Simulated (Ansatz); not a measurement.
MgO: energy against volume

MgO (rock salt, Fm-3m, 9.621 Å³/atom and stress up to 0.01 GPa in the relaxed cell, cube axes along x, y and z) under an equal strain ε along all three axes. PBE in Ansatz, a plane-wave DFT program (PAW, default set), 420 eV, 13×13×13 Γ-centred mesh, Fermi-Dirac smearing 0.05 eV; ions are relaxed, or left where forces stay under 0.02 eV/Å, within the symmetry of each cell.

Here V stands for volume and E for E less E0.

```csv
volume (Å³/atom),E less E0 (meV/atom),pressure (GPa)
8.7808,?,?
9.0552,17.22,10.24
9.1945,9.52,7.42
9.3353,4.18,4.79
9.4774,1.07,2.32
9.6210,0.00,0.01
9.7661,0.98,-2.15
9.9125,3.91,-4.18
10.0605,8.63,-6.07
10.2099,15.11,-7.83
```

Problem. Fit E against V with the third-order Birch-Murnaghan form, a cubic in V^(-2/3), and predict the withheld value at V = 8.7808.

Solution. With u = V^(-2/3) - 0.221, the rows have u = 0.009180, 0.006849, 0.004553, 0.002292, 0.000065, -0.002130, -0.004291, -0.006421, -0.008520. Least squares gives E = 0.012 - 23.45·u + 205921·u² + 80604·u³. Residuals (row less fit): 0.007, -0.017, -0.002, 0.029, -0.011, -0.015, 0.012, -0.001, 0.000; standard error 0.018 (degrees of freedom: 5). Its minimum lies at u = 0.000057, so V0 = (0.221057)^(-3/2) = 9.622. There d²E/du² = 411900 and d³E/du³ = 483600, so B0 = (4/9) × 9.622^(-7/3) × 411900 × 0.160218 = 149 GPa (the last factor turns the table's units into GPa), and B0' = 4 + (2/3) × 0.221057 × (483600)/411900 = 4.2. B0' rests on the cubic coefficient alone and has a standard error of 0.1 from these residuals. At the withheld row, u = 0.013951, so E = 0.012 - 23.45 × 0.013951 + 205921 × 0.013951² + 80604 × 0.013951³ = 39.982 meV/atom. The calculation gives 39.92 meV/atom, 0.062 meV/atom below the prediction (0.2 % of the range of E in the table). The row lies outside the fitted rows, so this is an extrapolation. From the scatter of the fitted rows alone, a prediction at this place has a standard error of 0.089 meV/atom, so the miss is 0.7 times that.

Other structures, which can take over under pressure, weren't tried. The same form fitted to the pressure column gives B0' = 4.1; series where the two differ by over 0.4 aren't shown. Rows are the converged runs of the series near zero and its far end, less any whose ions stayed unrelaxed beside relaxed ones; series whose fitted rows scatter by over a few per cent of the range, as at a crossing or softening among them, aren't shown in this form.
